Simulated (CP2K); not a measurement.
Short convergence ladders for HfTeSe (P3m1, 3 atoms in the cell)

```
HfTeSe
1.0
    3.86459     0.00000     0.00000
   -1.93230     3.34683     0.00000
    0.00000     0.00000     6.73573
Hf Te Se
1 1 1
Direct
  0.00000   0.00000   0.98919
  0.66667   0.33333   0.25072
  0.33333   0.66667   0.76752
```

Base method: PBEsol, GPW, DZVP-MOLOPT-SR-GTH basis, GTH-PBE potentials (GTH_POTENTIALS) in CP2K.

Base settings: CUTOFF = 500 Ry; REL_CUTOFF = 60 Ry; SMEAR/METHOD = FERMI_DIRAC; ELECTRONIC_TEMPERATURE = 1160.45 K; KPOINTS/SCHEME = MONKHORST-PACK 5 5 3; XC_FUNCTIONAL = PBE:PBESOL; Hf/BASIS_SET = DZVP-MOLOPT-SR-GTH-q12; Hf/POTENTIAL = GTH-PBE-q12; Te/BASIS_SET = DZVP-MOLOPT-SR-GTH-q6; Te/POTENTIAL = GTH-PBE-q6.

**The k-point mesh**

Moved along: GAMMA_CENTERED.

The second cell is the first with its lattice scaled by 0.98.

Only quantities that move along the ladder and can be compared are tabulated.

```csv
KPOINTS/SCHEME,free energy less the last step's (meV/atom),energy of the compressed cell less the first (meV/atom),pressure (GPa),largest difference of a force vector from the last step's (eV/Å)
MONKHORST-PACK 2 2 1,501.85,47.49,2.18,0.473
MONKHORST-PACK 4 4 2,50.32,27.63,0.33,0.046
MONKHORST-PACK 5 5 3,20.55,26.15,0.17,0.023
MONKHORST-PACK 7 7 4,3.72,25.16,0.06,0.014
MONKHORST-PACK 9 9 4,0.65,25.11,0.04,0.007
MONKHORST-PACK 10 10 5,0.20,25.14,0.05,0.004
MONKHORST-PACK 13 13 7,0.00,25.29,0.05,0.000
```

Coarsest KPOINTS/SCHEME that holds the free energy within 1 meV/atom of the last step, with all finer ones: MONKHORST-PACK 9 9 4; the step before is off by 3.7 meV/atom.

Coarsest KPOINTS/SCHEME that holds the pressure within 0.05 GPa of the last step, with all finer ones: MONKHORST-PACK 7 7 4; the step before is off by 0.12 GPa.

The energy difference between the two cells stays within 1 meV/atom of the last step's from MONKHORST-PACK 5 5 3 on, the total only from MONKHORST-PACK 9 9 4 on: much of the error is common to both cells and cancels.

**The k-point mesh at a smearing width of 0.02 eV**

In this ladder: ELECTRONIC_TEMPERATURE = 232.09 K. Moved along: GAMMA_CENTERED.

Only quantities that move along the ladder and can be compared are tabulated.

| KPOINTS/SCHEME | free energy less the last step's (meV/atom) | pressure (GPa) | largest difference of a force vector from the last step's (eV/Å) |
|---|---|---|---|
| MONKHORST-PACK 4 4 2 | 57.50 | 0.37 | 0.037 |
| MONKHORST-PACK 6 6 3 | 12.19 | 0.23 | 0.014 |
| MONKHORST-PACK 9 9 5 | 1.55 | 0.11 | 0.001 |
| MONKHORST-PACK 13 13 7 | 0.11 | 0.10 | 0.001 |
| MONKHORST-PACK 16 16 8 | 0.00 | 0.10 | 0.000 |

Coarsest KPOINTS/SCHEME that holds the forces within 0.01 eV/Å of the last step, with all finer ones: MONKHORST-PACK 9 9 5; the step before is off by 0.014 eV/Å.

Coarsest KPOINTS/SCHEME that holds the free energy within 1 meV/atom of the last step, with all finer ones: MONKHORST-PACK 13 13 7; the step before is off by 1.5 meV/atom.

Coarsest KPOINTS/SCHEME that holds the pressure within 0.2 GPa of the last step, with all finer ones: MONKHORST-PACK 6 6 3; the step before is off by 0.27 GPa.

**The k-point mesh at a smearing width of 0.3 eV**

In this ladder: ELECTRONIC_TEMPERATURE = 3481.36 K. Moved along: GAMMA_CENTERED.

Only quantities that move along the ladder and can be compared are tabulated.

| KPOINTS/SCHEME | free energy less the last step's (meV/atom) | pressure (GPa) | largest difference of a force vector from the last step's (eV/Å) |
|---|---|---|---|
| MONKHORST-PACK 4 4 2 | 32.59 | 0.29 | 0.028 |
| MONKHORST-PACK 6 6 3 | 3.56 | 0.05 | 0.004 |
| MONKHORST-PACK 9 9 5 | -0.02 | 0.02 | 0.000 |
| MONKHORST-PACK 13 13 7 | -0.01 | 0.02 | 0.000 |
| MONKHORST-PACK 16 16 8 | 0.00 | 0.02 | 0.000 |

Coarsest KPOINTS/SCHEME that holds the forces within 0.005 eV/Å of the last step, with all finer ones: MONKHORST-PACK 6 6 3; the step before is off by 0.028 eV/Å.

Coarsest KPOINTS/SCHEME that holds the free energy within 5 meV/atom of the last step, with all finer ones: MONKHORST-PACK 6 6 3; the step before is off by 33 meV/atom.

Coarsest KPOINTS/SCHEME that holds the pressure within 0.05 GPa of the last step, with all finer ones: MONKHORST-PACK 6 6 3; the step before is off by 0.26 GPa.

On the base run: the starting cell comes from a database of computed structures (which also holds hypothetical and non-ambient phases and stackings), without a prior relaxation at this level. Its lattice was rescaled by up to half a per cent. One atom was moved a little off its site on purpose. Values carry the incompleteness of an atom-centred basis. The potentials were made for another functional than the one used.
